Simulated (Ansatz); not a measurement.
SnSiO₃ (model structure, started from the tetragonal perovskite type, P4mm, No. 99, 5 atoms in the cell) was calculated with G0W0@PBEsol (Ansatz, a first-principles code, hard PAW, contour deformation).

The cell is the one relaxed with PBEsol. Conventional cell: a = 3.4653 Å, b = 3.4653 Å, c = 4.6902 Å, α = 90.00°, β = 90.00°, γ = 90.00°.

One run with a 8×8×6 mesh, response cutoff 100 eV and 235 empty bands, not extrapolated in mesh or basis; no spin–orbit coupling.

Highest filled and lowest empty level by k point (fractions of the reciprocal vectors of the cell (3.465 0.000 0.000) (0.000 3.465 0.000) (0.000 0.000 4.690) Å; eV from the valence maximum of each method):

| k | PBEsol filled | PBEsol empty | QP filled | QP empty |
|---|---|---|---|---|
| 0 0 0 | -3.01 | 0.69 | -3.35 | 1.84 |
| 0 0.125 0.167 | -2.72 | 1.36 | (withheld) | (withheld) |
| 0 0.375 0 | -0.77 | 2.14 | -0.84 | 3.07 |
| 0.125 0.125 0 | -2.54 | 1.54 | -2.78 | 2.74 |
| 0.125 0.375 0.167 | -0.80 | 2.46 | -0.91 | 3.43 |
| 0.375 0.375 -0.5 | -1.92 | 2.95 | (withheld) | (withheld) |
| -0.5 -0.5 0 | -1.51 | 2.83 | -1.76 | 3.73 |
| -0.5 -0.5 0.333 | -1.51 | 3.72 | -1.76 | 4.82 |

Estimate the withheld levels to about 0.1 eV.


- 0 0.125 0.167, QP filled: -2.99
- 0 0.125 0.167, QP empty: 2.55
- 0.375 0.375 -0.5, QP filled: -2.20
- 0.375 0.375 -0.5, QP empty: 3.98

Note: filled d or f shells below the valence bands can shift G0W0 gaps through exchange with them, which wasn't tested here; the relaxation could raise the start's symmetry but not lower it, so the cell can be a saddle point.

A model structure was made by putting elements into a prototype or built by hand; it is no filed structure, need not be a known phase, and can be a saddle point held by its symmetry.
